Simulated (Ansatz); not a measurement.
Results of LDA (plane waves, PAW; Ansatz, a program for electronic structure) for antifluorite Be₂C.

Settings: plane-wave cutoff 520 eV, 14×14×14 k mesh, Fermi–Dirac smearing 0.01 eV, scalar-relativistic PAW data made under PBE.

The cell has the measured lattice: a = 4.3400 Å, b = 4.3400 Å, c = 4.3400 Å, α = 90.00°, β = 90.00°, γ = 90.00°.

**Question.** Estimate the band gap and smallest direct gap on the k points sampled that the calculation returns.

**Answer.** 
band gap: 1.18 eV (indirect)
smallest direct gap on the k points sampled: 4.02 eV

Note: cell and atoms aren't relaxed at this level (pressure -9.9 GPa).

Static lattice: no zero-point or thermal effects.
